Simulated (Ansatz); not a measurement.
Surface energy of faces of tetragonal indium in PBE and in LDA, in Ansatz (plane waves, PAW). Symmetric slabs relaxed with PBE from ideal cuts in 1x1 cells (the lowest computed cut and spin start of each face; real faces may reconstruct in larger cells); LDA values are single points on them, with the bulk at the same level. No spin-orbit coupling, no U.

```json
[
 {"face": "(001)", "PBE (J/m²)": "0.31", "LDA (J/m²)": "0.48"},
 {"face": "(100)", "PBE (J/m²)": "0.38", "LDA (J/m²)": "0.56"},
 {"face": "(101)", "PBE (J/m²)": "0.31", "LDA (J/m²)": "0.49"},
 {"face": "(102)", "PBE (J/m²)": "0.33", "LDA (J/m²)": "?"},
 {"face": "(110)", "PBE (J/m²)": "0.34", "LDA (J/m²)": "0.55"},
 {"face": "(112)", "PBE (J/m²)": "0.37", "LDA (J/m²)": "0.55"},
 {"face": "(201)", "PBE (J/m²)": "0.33", "LDA (J/m²)": "0.49"},
 {"face": "(203)", "PBE (J/m²)": "0.31", "LDA (J/m²)": "0.46"},
 {"face": "(211)", "PBE (J/m²)": "0.35", "LDA (J/m²)": "0.53"}
]
```

**Question.** Fit a straight line y = a·x + b by least squares to the 8 complete rows (x: PBE (J/m²); y: LDA (J/m²)).

**Answer.** the means are x̄ = 0.3375 and ȳ = 0.5138; Σ(x − x̄)² = 0.0053500 and Σ(x − x̄)(y − ȳ) = 0.0066750, so a = 1.248 and b = ȳ − a·x̄ = 0.093. The largest residual is 0.033.

**Question.** What does the line predict for the withheld row, (102), and what did the calculation give?

**Answer.** the line gives 0.50; the calculation gave 0.47, a miss of -0.03, of the size of the fitted rows' scatter and rounding.

Ansatz is an electronic-structure program.
